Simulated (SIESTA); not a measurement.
## Worked example: self-consistent single point of SrNiF₆ (R-3m, 8 atoms in the cell) in SIESTA

Level of theory: GGA PBEsol, numerical atomic orbitals DZP, PseudoDojo PBEsol standard norm-conserving potentials (rewritten from UPF to PSML) (SIESTA).

This input was run:

```
# files in the folder: Sr.psml Ni.psml F.psml (PseudoDojo PBEsol standard)
SystemName  SrNiF6
SystemLabel srnif6

NumberOfAtoms                8
NumberOfSpecies              3
%block ChemicalSpeciesLabel
  1 38 Sr
  2 28 Ni
  3 9 F
%endblock ChemicalSpeciesLabel
LatticeConstant              1.0 Ang
%block LatticeVectors
     3.630987000    2.096351000    2.252588000
    -3.630987000    2.096351000    2.252588000
     0.000000000   -4.192703000    2.252588000
%endblock LatticeVectors
AtomicCoordinatesFormat      Ang
%block AtomicCoordinatesAndAtomicSpecies
     0.000000000   -0.000000500    3.378882000  1
     0.000000000    0.000000000    0.000000000  2
     0.000000000    2.742655945    3.406250944  3
    -0.000000000   -2.742656945    3.351513056  3
    -2.375210146   -1.371328729    3.406250944  3
     2.375210146    1.371327729    3.351513056  3
     2.375210146   -1.371328729    3.406250944  3
    -2.375210146    1.371327729    3.351513056  3
%endblock AtomicCoordinatesAndAtomicSpecies

XC.functional                GGA
XC.authors                   PBEsol
PAO.BasisSize                DZP
PAO.EnergyShift              0.01 Ry
MeshCutoff                   300 Ry
%block kgrid.MonkhorstPack
    5   0   0  0.0
    0   5   0  0.0
    0   0   5  0.0
%endblock kgrid.MonkhorstPack
OccupationFunction           FD
ElectronicTemperature        10 K

MaxSCFIterations             150
SCF.Mixer.Method             Pulay
SCF.Mixer.Weight             0.1
SCF.Mixer.History            6
SCF.DM.Tolerance             1.0E-05
Diag.ParallelOverK           true
WriteForces                  true
```

The program printed (abridged):

```
reinit: Reading from file input.fdf

reinit: System Name: SrNiF6
reinit: System Label: srnif6

coor:   Atomic-coordinates input format  =     Cartesian coordinates
coor:                                          (in Angstroms)

siesta: Atomic coordinates (Bohr) and species
siesta:      0.00000  -0.00000   6.38516  1        1
siesta:      0.00000   0.00000   0.00000  2        2
siesta:      0.00000   5.18287   6.43688  3        3
siesta:     -0.00000  -5.18287   6.33344  3        4
siesta:     -4.48850  -2.59144   6.43688  3        5
siesta:      4.48850   2.59143   6.33344  3        6
siesta:      4.48850  -2.59144   6.43688  3        7
siesta:     -4.48850   2.59143   6.33344  3        8

siesta: System type = bulk

initatomlists: Number of atoms, orbitals, and projectors:      8   106   114

siesta: ******************** Simulation parameters ****************************
redata: Spin configuration                          = none
redata: Time-Reversal Symmetry                      = T
redata: Number of Atomic Species                    =        3
redata: Mesh Cutoff                                 =   300.0000 Ry
redata: Net charge of the system                    =     0.0000 |e|
redata: Min. number of SCF Iter                     =        0
redata: Max. number of SCF Iter                     =      150
redata: SCF convergence failure will abort job
redata: SCF mix quantity                            = Hamiltonian
redata: Mix DM or H after convergence               =   F
redata: Recompute H after scf cycle                 =   F
redata: Mix DM in first SCF step                    =   T
redata: No kicks to SCF
redata: DM Mixing Weight for Kicks                  =     0.5000
redata: Require Harris convergence for SCF          =   F
redata: Harris energy tolerance for SCF             =     0.000100 eV
redata: Require DM convergence for SCF              =   T
   [... lines left out ...]
diag: Parallel distribution                         =     1 x     1
diag: Used triangular part                          = Lower
diag: Absolute tolerance                            =  0.100E-15
diag: Orthogonalization factor                      =  0.100E-05
diag: Memory factor                                 =  1.0000

superc: Internal auxiliary supercell:     5 x     5 x     5  =     125
superc: Number of atoms, orbitals, and projectors:   1000  13250  14250

                        Single-point calculation

superc: Internal auxiliary supercell:     5 x     5 x     5  =     125
superc: Number of atoms, orbitals, and projectors:   1000  13250  14250

outcell: Unit cell vectors (Ang):
        3.630987    2.096351    2.252588
       -3.630987    2.096351    2.252588
        0.000000   -4.192703    2.252588

outcell: Cell vector modules (Ang)   :    4.759507    4.759507    4.759507
outcell: Cell angles (23,13,12) (deg):     99.4395     99.4395     99.4395
outcell: Cell volume (Ang**3)        :    102.8778
new_DM -- step:     1
Initializing Density Matrix...

Attempting to read DM from file... Failed...
DM filled with atomic data:

InitMesh: MESH = 48 x 48 x 48 = 110592
InitMesh: Mesh cutoff (required, used) =   300.000   300.433 Ry

stepf: Fermi-Dirac step function
        iscf     Eharris(eV)        E_KS(eV)     FreeEng(eV)     dDmax    Ef(eV) dHmax(eV)
   scf:    1    -9398.671370    -9466.488372    -9466.488372  1.681672 -1.201226 44.467687
   scf:    2    -9502.888582    -9486.336402    -9486.336402  0.426356 -5.093899 28.370785
   scf:    3    -9460.180144    -9492.716949    -9492.716949  0.609711 -7.484047 19.839994
   scf:    4    -9481.814297    -9497.390799    -9497.390799  0.388038 -6.593901 14.257173
   scf:    5    -9480.436091    -9496.365692    -9496.365692  0.348737 -7.797695 15.714801
   scf:    6    -9494.705657    -9495.549884    -9495.549884  0.010496 -7.841704 16.837001
   [... 5 lines left out ...]
   scf:   12    -9501.262370    -9501.262290    -9501.262290  0.000894 -7.030538  0.021958
   scf:   13    -9501.262303    -9501.262300    -9501.262300  0.000243 -7.032169  0.000948
   scf:   14    -9501.262300    -9501.262300    -9501.262300  0.000021 -7.032235  0.000978
   scf:   15    -9501.262300    -9501.262300    -9501.262300  0.000018 -7.032111  0.000256
   scf:   16    -9501.262300    -9501.262300    -9501.262300  0.000010 -7.032043  0.000374
SCF Convergence by DM+H criterion
max |DM_out - DM_in|         :     0.0000098141
max |H_out - H_in|      (eV) :     0.0003742742
SCF cycle converged after 16 iterations

Using DM_out to compute the final energy and forces

siesta: E_KS(eV) =            -9501.2623

siesta: E_KS - E_eggbox =     -9501.2623

siesta: Atomic forces (eV/Ang):
     1    0.000000   -0.000000   -0.000000
     2    0.000000   -0.000000   -0.000000
     3    0.000000    0.467799    0.258220
     4    0.000000   -0.467799   -0.258220
     5   -0.405127   -0.233900    0.258222
     6    0.405127    0.233900   -0.258222
     7    0.405127   -0.233900    0.258222
     8   -0.405127    0.233900   -0.258222
   Tot    0.000000   -0.000000    0.000000
   Max    0.467799
   Res    0.267168    sqrt( Sum f_i^2 / 3N )
   Max    0.467799    constrained

Stress tensor Voigt[x,y,z,yz,xz,xy] (kbar):       91.09       91.09       88.04       -0.00       -0.00        0.00
(Free)E + p*V (eV/cell)    -9507.0459
Target enthalpy (eV/cell)    -9501.2623

siesta: Program's energy decomposition (eV):
siesta: Ebs     =     -1637.401404
siesta: Eions   =     14004.067969
siesta: Ena     =      2107.102685
siesta: Ekin    =      5026.334620
siesta: Enl     =     -1009.799749
siesta: Eso     =         0.000000
siesta: Edftu   =         0.000000
siesta: DEna    =        60.017113
siesta: DUscf   =         4.514356
siesta: DUext   =         0.000000
siesta: Ex      =     -1578.349349
siesta: Ec      =      -107.014007
siesta: Exc     =     -1685.363356
siesta: Eharris =     -9501.262300
siesta: Etot    =     -9501.262300
siesta: FreeEng =     -9501.262300

siesta: Atomic forces (eV/Ang):
siesta:      1    0.000000   -0.000000   -0.000000
siesta:      2    0.000000   -0.000000   -0.000000
siesta:      3    0.000000    0.467799    0.258220
siesta:      4    0.000000   -0.467799   -0.258220
siesta:      5   -0.405127   -0.233900    0.258222
siesta:      6    0.405127    0.233900   -0.258222
siesta:      7    0.405127   -0.233900    0.258222
siesta:      8   -0.405127    0.233900   -0.258222
siesta: ----------------------------------------
siesta:    Tot    0.000000   -0.000000    0.000000

siesta: Stress tensor (static) (eV/Ang**3):
siesta:     0.056853    0.000000   -0.000000
siesta:     0.000000    0.056852   -0.000000
siesta:    -0.000000   -0.000000    0.054951

siesta: Cell volume =        102.877826 Ang**3

siesta: Pressure (static):
siesta:                Solid            Molecule  Units
siesta:          -0.00061230         -0.00088545  Ry/Bohr**3
siesta:          -0.05621853         -0.08129840  eV/Ang**3
siesta:         -90.07201350       -130.25439332  kBar
```

The run converged in 16 iterations.

The starting cell comes from a database of computed structures (which also holds hypothetical and non-ambient phases and stackings), without a prior relaxation at this level. Its lattice was rescaled by a random factor within 2.5 % of one. Values carry the incompleteness of an atom-centred basis. With a pressure of about -9 GPa the cell is away from its equilibrium volume at this level.

Cost on one core of a shared machine: roughly 30 s.
